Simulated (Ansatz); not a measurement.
# MoS2, pressure series

The reference is MoS2 in the 2H-MoS2 type structure (space group P6_3/mmc, No. 194; a = 3.173 Å, c = 12.437 Å; layered, stacked along the Cartesian z axis).

Cell and atoms are relaxed at each pressure.

Calculations: r2SCAN+rVV10, PAW, 500 eV (Ansatz, a quantum-chemistry and plane-wave program; without spin-orbit coupling), earlier PAW set.

Candidates:
(a) pressure 4.5 GPa
(b) pressure 15 GPa
(c) pressure 22.5 GPa
(d) pressure 0.9 GPa
(e) pressure 30 GPa

Before the change:

```
Item        Value
--------  -------
Band gap  1.01 eV
```

Q: Order them by band gap, lowest first.

A: (e) pressure 30 GPa (zero), (c) pressure 22.5 GPa (0.13 eV), (b) pressure 15 GPa (0.35 eV), (a) pressure 4.5 GPa (0.72 eV), (d) pressure 0.9 GPa (0.93 eV)

The mesh was chosen for an insulator and is coarse for the gapless case. Load acts through the strain it causes; cell and atoms are relaxed under it. Whether these cells are dynamically stable was not tested. No other phases were tried under pressure. All final runs are without spin polarisation. The zero or small gap of MoS2 under pressure 22.5 GPa and MoS2 under pressure 30 GPa can change with the level of theory.
